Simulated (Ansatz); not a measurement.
Base system: HgS in the zinc blende structure (space group F-43m, No. 216; a = 5.876 Å). Axes: x, y, z lie along the cube axes.

The values are results of PBEsol, PAW, 420 eV (Ansatz, a program for electronic structure; scalar-relativistic without spin-orbit coupling), earlier PAW set, not measurements.

For the base:

| Quantity | Result |
|---|---|
| Pressure | 0.0 GPa |
| Shortest interatomic distance | 2.544 Å |
| Band gap | zero |

Perturbation: biaxial strain +0.78 %, plane normal [001], relaxed out of plane (Cartesian); in-plane vectors clamped, the third vector and the atoms free.

Question: How does this affect the energy relative to the base?

Answer: The energy increases by 0.4 meV/atom.

Question: Estimate the effect on the pressure.

Answer: The pressure (mean of the normal stresses, compression positive) goes from zero to -0.2 GPa.

Question: What does the calculation give for the shortest interatomic distance after the change?

Answer: The shortest interatomic distance grows by 0.003 Å (2.544 Å → 2.547 Å).

Question: Predict the new band gap.

Answer: The band gap stays zero.

With Hg present, leaving out spin-orbit coupling can change the band edges. Whether these cells are dynamically stable was not tested. The final runs are not spin-polarised. Gaps under 0.05 eV, about the width of the smearing, are given as zero. A zero or small gap of HgS can be the functional's error rather than a property of the material.
